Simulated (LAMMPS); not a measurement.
LAMMPS 22 Jul 2025, classical MD, Stillinger-Weber (Si.sw): Si, 1728 atoms.

```json
{
 "task": "MD, nve",
 "potential": "Stillinger-Weber, Si.sw",
 "copies_of_the_repeat_unit": "6×6×6",
 "shape (slab and sphere leave vacuum in the box)": "bulk",
 "neighbor_skin": "2 Å",
 "neigh_modify": "every 1 delay 0 check yes",
 "newton": "on (default)",
 "atom_modify sort (bins of 2 Å where set)": "1000 (default)",
 "comm_style": "brick (default)",
 "box": "32.6 × 32.6 × 32.6 Å",
 "start": "generated diamond lattice, warmed in an untimed run"
}
```

All runs start from one configuration, warmed at this fixed volume for 1000 steps under a thermostat at 1200 K. The run at the shortest step has a mean temperature of 1170 K and a mean pressure of 1.2 GPa.

Each run covers about 2.0 ps at constant energy (mean temperature 1170 K at the shortest step); σ is the standard deviation over the printed steps. Single runs; times are not shown.

Steps tried: 0.5 fs, 1 fs, 2 fs, 2.5 fs, 4 fs, 5 fs, 8 fs, 10 fs, 16 fs, 20 fs, 32 fs.

### Question
Up to which step does the ratio σ(E total)/σ(E kinetic) stay under 2 %, and what happens beyond?

### Answer
2.5 fs. The run fails or blows up at 16 fs, 20 fs, 32 fs.

```
time step  σ(E total)/σ(E kinetic)  last minus first total energy (meV/atom)  mean temperature (K)
---------  -----------------------  ----------------------------------------  --------------------
0.5 fs                     0.00049                                   −0.0028                  1170
1 fs                        0.0020                                    −0.011                  1170
2 fs                        0.0079                                    −0.034                  1160
2.5 fs                       0.012                                    −0.036                  1160
4 fs                         0.033                                     +0.14                  1150
5 fs                         0.054                                     +0.21                  1150
8 fs                          0.15                                     +0.84                  1110
10 fs                         0.33                                      +4.2                  1080
16 fs            stops: Lost atoms                                         —                     —
20 fs            stops: Lost atoms                                         —                     —
32 fs            stops: Lost atoms                                         —                     —
```

The bar is a choice.
